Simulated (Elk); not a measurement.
Band structure of ZnHg₃ (Fm-3m, 4 atoms in the cell).

```
CELL_PARAMETERS angstrom
      0.00000     3.67772     3.67772
      3.67772     0.00000     3.67772
      3.67772     3.67772     0.00000
ATOMIC_POSITIONS crystal
  Zn 0.00000 0.00000 0.00000
  Hg 0.25000 0.25000 0.25000
  Hg 0.75000 0.75000 0.75000
  Hg 0.50000 0.50000 0.50000
```

Method: PBEsol, all-electron FP-LAPW, Elk's shipped species files, APW+lo basis with extra local orbitals in Elk 10.2.4.

Settings: xctype = 22; rgkmax = 8; stype = 0; swidth = 0.00734986 Ha; ngridk = 8 8 8; gmaxvr = 14 1/bohr; nxlo = 2; lorbcnd = true; lmaxi = 3; maxscl = 100.

The starting cell comes from a database of computed structures (which also holds hypothetical and non-ambient phases and stackings), without a prior relaxation at this level. Its lattice was rescaled by a random factor within 2.5 % of one. Spin-orbit coupling is off. Values depend on the basis (sphere radii, cutoffs, local orbitals), which need not be converged.

Levels in eV from the Fermi level, bands 33 to 40:
| point | 33 | 34 | 35 | 36 | 37 | 38 | 39 | 40 |
|---|---|---|---|---|---|---|---|---|
| Γ | -5.68 | -0.57 | -0.34 | 3.04 | 3.04 | 3.04 | 3.09 | 3.27 |
| X | -4.50 | -4.46 | -1.56 | -1.01 | -1.01 | -0.89 | 7.20 | 7.46 |
| W | -3.80 | -3.75 | -3.75 | -3.17 | 2.80 | 2.80 | 2.87 | 2.97 |
| K | -4.17 | -4.11 | -3.82 | -1.02 | -0.42 | 2.50 | 4.79 | 4.88 |
| L | -5.13 | -4.88 | -0.22 | -0.16 | 2.00 | 2.00 | 2.20 | 2.20 |
| U | -4.17 | -4.11 | -3.82 | -1.02 | -0.42 | 2.50 | 4.79 | 4.88 |

Bands cross the Fermi level along this path, so the cell is metallic at this level.
